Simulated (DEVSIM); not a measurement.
abrupt GaAs p-n junction

System: abrupt GaAs p-n junction, at 300 K.

```
layer (left to right)  material  thickness (μm)  Nd (cm⁻³)  Na (cm⁻³)   τn (s)   τp (s)
---------------------  --------  --------------  ---------  ---------  -------  -------
1                          GaAs            1.70          -     9.3e17  3.3e-10  3.3e-10
2                          GaAs            2.80     4.6e16          -  3.3e-10  3.3e-10
```

Left contact: ohmic. Right contact: ohmic. Voltage is applied to the left contact. Recombination: SRH at mid-gap, radiative, Auger. Mobility is μmin + (μ − μmin)/(1 + (N/Nref)^α).

The device is made up for the run: typed textbook-type constants, with dimensions and the other settings drawn at random. Values at 300 K.

```csv
parameter,GaAs
gap (eV),1.424
affinity (eV),4.07
permittivity,12.9
Nc (cm⁻³),4.7e17
Nv (cm⁻³),9e18
μn (cm²/Vs),8500
μp (cm²/Vs),400
"μn,min",500
"μp,min",20
"Nref,n",6e16
"Nref,p",1.5e17
αn,0.39
αp,0.38
B (cm³/s),2e-10
Cn (cm⁶/s),1e-30
Cp (cm⁶/s),1e-30
```

DEVSIM, 1D drift-diffusion, Boltzmann statistics, complete ionisation; no tunnelling, impact ionisation, image-force lowering or self-heating.

```yaml
potential_step_across_the_device_at_zero_bias: 1.305 V
largest_field_in_the_device_at_zero_bias: 130000 V/cm
Dark forward voltage at 1 A/cm²: 1.021 V
Dark forward voltage at 100 A/cm²: 1.163 V
```

Small-signal capacitance in reverse bias (quasi-static):

```tsv
V (V)	C (nF/cm²)
-0.1	54.5
-0.25	51.7
-0.5	47.8
-0.75	44.7
-1	42.2
-1.5	38.2
-2	35.1
-2.5	32.7
-3.25	29.8
-4	27.6
-5	25.3
```

Dark reverse current:

```json
[
 {"V (V)": "-0.10", "J (A/cm²)": "-8.1e-10"},
 {"V (V)": "-0.25", "J (A/cm²)": "-1.6e-9"},
 {"V (V)": "-0.50", "J (A/cm²)": "-2.9e-9"},
 {"V (V)": "-0.75", "J (A/cm²)": "-3.9e-9"},
 {"V (V)": "-1.00", "J (A/cm²)": "-4.9e-9"},
 {"V (V)": "-1.50", "J (A/cm²)": "-6.7e-9"},
 {"V (V)": "-2.00", "J (A/cm²)": "-8.3e-9"},
 {"V (V)": "-2.50", "J (A/cm²)": "-9.7e-9"},
 {"V (V)": "-3.25", "J (A/cm²)": "-1.2e-8"},
 {"V (V)": "-4.00", "J (A/cm²)": "-1.3e-8"},
 {"V (V)": "-5.00", "J (A/cm²)": "-1.6e-8"}
]
```
